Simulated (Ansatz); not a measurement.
Base system: HfO$_{2}$ (space group P4_2/nmc, No. 137; a = 3.605 Å, c = 5.265 Å). Axes: x, y, z lie along a, b, c of the conventional cell.

Now apply this change: uniaxial stress, 8 GPa tension along z, with the cell and atoms free to relax against it.

Levels (all Ansatz, a program for electronic structure, PAW, earlier PAW set): PBE (420 eV, spin-orbit coupling left out); r2SCAN (500 eV, spin-orbit coupling left out); HSE06 (420 eV, no SOC).

One geometry, relaxed with PBE, under each level:

```csv
level,band gap,lowest conduction level above the VBM at special points,pressure
PBE,4.74 eV,Γ 4.74 eV; X 5.11 eV; R 5.12 eV; Z 5.32 eV,-2.66 GPa
r2SCAN,5.28 eV,Γ 5.28 eV; X 5.62 eV; R 5.63 eV; Z 5.85 eV,-8.41 GPa
HSE06,6.39 eV,Γ 6.39 eV; X 6.78 eV; R 6.80 eV,–
```

Single points use the geometry relaxed with PBE. Their cutoffs differ, which shifts pressures a little. HSE06 was sampled on its mesh, a few special points and the semilocal edge points, so its gap is an upper bound. Spin-orbit coupling, missing from the scalar runs, can matter with Hf. Load acts through the strain it causes; cell and atoms are relaxed under it. Stability under load was not tested beyond the relaxation. This is not the structure that HfO2 has at room temperature and ambient pressure.
